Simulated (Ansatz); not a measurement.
**Effect of strain tensor (xx, yy, zz, yz, xz, xy) = (+2.14, +2.23, −0.81, −0.78, +1.36, −1.58) % on Zr**

Take Zr in the hcp (Mg type) structure (space group P6_3/mmc, No. 194; a = 3.2460 Å, c = 5.1507 Å) as the base. Axes: x lies along a and z along c of the hexagonal cell.

The change: the symmetric strain tensor [0.0214 -0.0158 0.0135; -0.0158 0.0223 -0.0078; 0.0135 -0.0078 -0.0081], atoms relaxed at fixed cell.

Method: r2SCAN (Ansatz, a program for electronic structure), no spin-orbit coupling. Γ-centred 16×16×9 mesh, Fermi–Dirac width 0.05 eV.

The volume per atom rises by 0.83 Å³, from 23.50 Å³ to 24.33 Å³ and the space group changes from P6_3/mmc (No. 194) to P-1 (No. 2). The shortest interatomic distance falls by 0.052 Å (3.185 Å → 3.133 Å) and the energy grows by 17 meV/atom. The pressure (mean of the normal stresses, compression positive) goes from zero to -3.0 GPa and the band gap is still zero. The largest internal atomic displacement amounts to 0.025 Å and the stress (xx, yy, zz, yz, xz, xy; compression positive) is (-3.9, -3.9, -1.2, 0.5, -0.9, 1.1) GPa (rough).

Final structure:

```xyz
2
Lattice="3.3155 -0.0513 0.0440 -1.7022 2.8995 -0.0439 0.0698 -0.0402 5.1090" Properties=species:S:1:pos:R:3 pbc="T T T"
Zr     0.0477     1.8868     3.8160
Zr     1.6354     0.9212     1.2930
```

Without a gap, meshes like the base's 16×16×9 leave anisotropic stresses uncertain by several tenths of a GPa, and small strain energies with them. Stability against distortions was not tested. All final runs are without spin polarisation.
